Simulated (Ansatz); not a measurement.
The parent structure is AlN in the wurtzite structure (space group P6_3mc, No. 186).

AlN has the hexagonal space group P6₃mc (No. 186), the wurtzite structure, Pearson symbol hP4. Cell: a = 3.114 Å, b = 3.114 Å, c = 4.983 Å, α = 90.00°, β = 90.00°, γ = 120.00°. Al on 2b has 4 N at 1.891–1.904 Å (tetrahedral). N on 2b has 4 Al at 1.891–1.904 Å (tetrahedral). (Neighbours: up to the widest gap in distance over summed covalent radii, below 1.35, at either atom; cation-cation and far metal-metal contacts left out.)

The values are results of DFT with PBEsol, PAW potentials and a 420 eV plane-wave cutoff in Ansatz (an electronic-structure program), no SOC, not measurements.

Strains are applied to the cell and any free atomic positions relax.

One change was made to it. Results:

The valence-band top at Γ (three highest levels, from the VBM) goes from 0.00, -0.22, -0.22 eV to 0.00, -0.25, -0.25 eV; the energy increases by 37 meV/atom; the band gap grows by 0.641 eV to 4.74 eV.

Q: Which change produced these results?
A) isotropic strain −3.00 %
B) isotropic strain −2.40 %
C) isotropic strain −1.80 %
D) isotropic strain −0.60 %
E) isotropic strain −1.20 %

A: B, isotropic strain −2.40 %. For comparison, the band gap in the other runs: isotropic strain −3.00 % gives 4.90 eV; isotropic strain −1.20 % gives 4.41 eV; isotropic strain −1.80 % gives 4.57 eV; isotropic strain −0.60 % gives 4.25 eV.

Stability against distortions was not tested.
